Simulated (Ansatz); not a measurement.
## Ir under a change: uniaxial strain ε_zz = −3.00 %

Consider Ir in the fcc (Cu type) structure (space group Fm-3m, No. 225; a = 3.8118 Å; relaxed with 0.1 eV smearing). Axes: x, y, z lie along the cube axes.

One thing is altered: the cell is compressed by 3.00 % along z with no lateral relaxation, atoms relaxed at fixed cell.

Computed with LDA (Ansatz, a first-principles code, PAW, no SOC). k-mesh 30×30×30 (Γ-centred); smearing 0.1 eV (Fermi–Dirac).

The volume per atom drops by 0.42 Å³ to 13.43 Å³ and the space group goes from Fm-3m (No. 225) to I4/mmm (No. 139). The energy goes up by 28 meV/atom and the pressure (mean of the normal stresses, compression positive) goes from zero to 13.5 GPa. The band gap is still zero and the stress (xx, yy, zz, yz, xz, xy; compression positive) amounts to (9.2, 9.2, 22.1, 0.0, 0.0, 0.0) GPa.

Final structure:

```
Ir
1.0
    0.00000     1.90592     1.84875
    1.90592     0.00000     1.84875
    1.90592     1.90592     0.00000
Ir
1
Direct
  0.00000   0.00000   0.00000
```

Stability against distortions was not tested. The final runs are not spin-polarised.
